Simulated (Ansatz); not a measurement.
Input and report of a finite-temperature phonon run in Ansatz (PBE). At this level the gap is small or closed, and a narrow smearing was used. Spin-orbit coupling is not included. The cell is fixed at its relaxed static size. Melting and transitions to other phases are not modelled. An odd repeat of the supercell leaves out some zone-boundary points, where instabilities often lie.

Ansatz 0.2 input:
```yaml
crystal:
  lattice:
    - [0.0, 3.3176301627, 3.3176301627]
    - [3.3176301627, 0.0, 3.3176301627]
    - [3.3176301627, 3.3176301627, 0.0]
  atoms:
    - { symbol: Sb, position: [0.25, 0.25, 0.25] }
    - { symbol: In, position: [0.0, 0.0, 0.0] }
kpoints:
  mp_grid: { grid: [9, 9, 9] }
hamiltonian:
  xc: pbe
  pseudopotentials: { kind: paw }
scf:
  occupations: { method: fermi_dirac, width: 0.03 }
phonons:
  supercell: [3, 3, 3]
  self_consistent:
    temperatures: [300, 600]
    max_frequency_error: 3.0
    max_frames: 240
checkpoint:
  write: run
output:
  stress: true
```

```
--- Phonons at temperature: the self-consistent harmonic approximation ---
  24 frames of 54 atoms (3×3×3 cells), in populations of 8, 8 at 600 K and 8 at 300 K: nothing lacks frames
  of 24 their SCF's own steps read whether they stand on a minimum of the electronic energy; no probe, look outside the group or whole filling of a shell is made of a frame, whatever scf.lower_state_search; one on another minimum than the …
  at 300 K
    the largest error of a frequency is 0.04 times what was asked for; the fitted model misses 2.3 % of the forces, every mode counted alike and far frames for less, of frames that it was not fitted to; the frames count as 8.0 of this …
    softest of the free energy's second derivatives: 29.69 ± 0.07 cm⁻¹ at q 0.0000 0.0000 0.6667; not told ahead of this temperature's last population
    the crystal stands in this phase at this temperature, as far as these wave vectors tell
    the ions' mean positions are those at rest
    free energy -12082.706330 ± 0.000027 eV a cell, of which vibrations -0.120344; entropy 89.359 ± 0.014 J/(mol·K) of cells
      by the supercell's own 159 modes alone, which lack the rigid motions: not to be laid beside figures on a mesh. There are none: the force constants hold no dipole–dipole term between the supercell's wave vectors
      the supercell's own free energy is the best Gaussian's, an upper bound on the crystal's: what lies beyond it on the fitted surface stands below, to be added
    pressure 0.2133 ± 0.0043 GPa; at rest 0.0001, so that the ions' motion makes +0.2131
      stress (GPa, positive in compression): xx 0.2133 ± 0.0043, yy 0.2133 ± 0.0043, zz 0.2133 ± 0.0043, yz -0.0000 ± 0.0000, xz 0.0000 ± 0.0000, xy -0.0000 ± 0.0000
      by the supercell's own 159 modes alone, which lack the rigid motions: in the warmth about 1/54 of what the motion makes, which no ± holds; not to be laid beside figures on a mesh
    beyond the Gaussian, in the hollow that it stands in and those that the ions reach from there, by exact statistics on the surface that is fitted to the frames (rings of 2 beads):
      free energy -0.001197 ± 0.000050 eV a cell
      leaving out a pair of frames, or group of many, changes the fitted energy by up to 0.03 k_B T, T the rings' temperature (one standard deviation); of these ± those of the frequencies lack the bias that few frames leave, and those of …
      pressure -0.0095 ± 0.0013 GPa; with it, by the rings' own mean, 0.2038 ± 0.0046, so that the ions' motion makes +0.2037: by the supercell's own 159 modes alone, as the Gaussian's
      mean square displacement, over the three axes, of site 1 from 0, In, the most changed: 0.05509 ± 0.00019 Å², of which +0.00262 beyond the Gaussian's
      softest frequency by how far the rings' centres move (above zero always: no sign of whether the crystal stands): 29.65 ± 0.04 cm⁻¹ at q 0.0000 0.6667 0.0000
    frequencies (cm⁻¹; below zero: imaginary; ±: error) of the harmonic crystal, of the Gaussian, of the free energy's second derivatives, each in its own ascending order
      q 0.0000 0.0000 0.0000
           163.15      162.40 ±  0.19      157.43 ±  0.40
           163.15      162.40 ±  0.19      157.43 ±  0.40
           163.15      162.40 ±  0.19      157.43 ±  0.40
      q 0.0000 0.0000 0.3333, and 7 like it
            30.93       30.26 ±  0.03       29.69 ±  0.07
            30.93       30.26 ±  0.03       29.69 ±  0.07
            96.72       95.83 ±  0.06       94.56 ±  0.09
           159.23      157.55 ±  0.16      154.30 ±  0.19
           161.79      160.26 ±  0.07      155.96 ±  0.10
           161.79      160.26 ±  0.07      155.96 ±  0.10
      q 0.0000 0.3333 0.3333, and 5 like it
            38.88       38.13 ±  0.03       37.11 ±  0.05
            38.88       38.13 ±  0.03       37.11 ±  0.05
           100.08       99.17 ±  0.06       97.83 ±  0.06
           157.97      156.85 ±  0.10      152.92 ±  0.12
           157.97      156.85 ±  0.10      152.92 ±  0.12
           161.42      159.97 ±  0.11      156.99 ±  0.13
      q 0.0000 0.3333 0.6667, and 11 like it
            40.44       39.65 ±  0.04       38.70 ±  0.04
            56.55       55.36 ±  0.05       54.31 ±  0.11
           114.96      113.92 ±  0.05      112.03 ±  0.06
           133.13      132.39 ±  0.10      129.68 ±  0.13
           158.29      157.13 ±  0.03      153.27 ±  0.09
           165.65      164.17 ±  0.09      160.74 ±  0.09
  at 600 K
    the largest error of a frequency is 0.14 times what was asked for; the fitted model misses 3.1 % of the forces, every mode counted alike and far frames for less, of frames that it was not fitted to; the frames count as 13.7 of this …
    softest of the free energy's second derivatives: 28.48 ± 0.06 cm⁻¹ at q 0.0000 0.3333 0.0000; ahead of this temperature's last population 28.47
    the crystal stands in this phase at this temperature, as far as these wave vectors tell
    the ions' mean positions are those at rest
    free energy -12083.042818 ± 0.000098 eV a cell, of which vibrations -0.456832; entropy 123.423 ± 0.048 J/(mol·K) of cells
      by the supercell's own 159 modes alone, which lack the rigid motions: not to be laid beside figures on a mesh. There are none: the force constants hold no dipole–dipole term between the supercell's wave vectors
      the supercell's own free energy is the best Gaussian's, an upper bound on the crystal's: what lies beyond it on the fitted surface stands below, to be added
    pressure 0.4074 ± 0.0042 GPa; at rest 0.0001, so that the ions' motion makes +0.4073
      stress (GPa, positive in compression): xx 0.4074 ± 0.0042, yy 0.4074 ± 0.0042, zz 0.4074 ± 0.0042, yz -0.0000 ± 0.0000, xz 0.0000 ± 0.0000, xy -0.0000 ± 0.0000
      by the supercell's own 159 modes alone, which lack the rigid motions: in the warmth about 1/54 of what the motion makes, which no ± holds; not to be laid beside figures on a mesh
    beyond the Gaussian, in the hollow that it stands in and those that the ions reach from there, by exact statistics on the surface that is fitted to the frames (rings of 2 beads):
      free energy -0.005060 ± 0.000171 eV a cell
      leaving out a pair of frames, or group of many, changes the fitted energy by up to 0.10 k_B T, T the rings' temperature (one standard deviation); of these ± those of the frequencies lack the bias that few frames leave, and those of …
      pressure -0.0284 ± 0.0047 GPa; with it, by the rings' own mean, 0.3791 ± 0.0045, so that the ions' motion makes +0.3790: by the supercell's own 159 modes alone, as the Gaussian's
      mean square displacement, over the three axes, of site 1 from 0, In, the most changed: 0.12050 ± 0.00059 Å², of which +0.01235 beyond the Gaussian's
      softest frequency by how far the rings' centres move (above zero always: no sign of whether the crystal stands): 28.46 ± 0.11 cm⁻¹ at q 0.0000 0.6667 0.0000
    frequencies (cm⁻¹; below zero: imaginary; ±: error) of the harmonic crystal, of the Gaussian, of the free energy's second derivatives, each in its own ascending order
      q 0.0000 0.0000 0.0000
           163.15      160.91 ±  0.32      151.18 ±  0.44
           163.15      160.91 ±  0.32      151.18 ±  0.44
           163.15      160.91 ±  0.32      151.18 ±  0.44
      q 0.0000 0.0000 0.3333, and 7 like it
            30.93       29.66 ±  0.03       28.48 ±  0.06
```

Cost: about 12 core-hours (a rough figure).

Ansatz is a quantum-chemistry and plane-wave program.
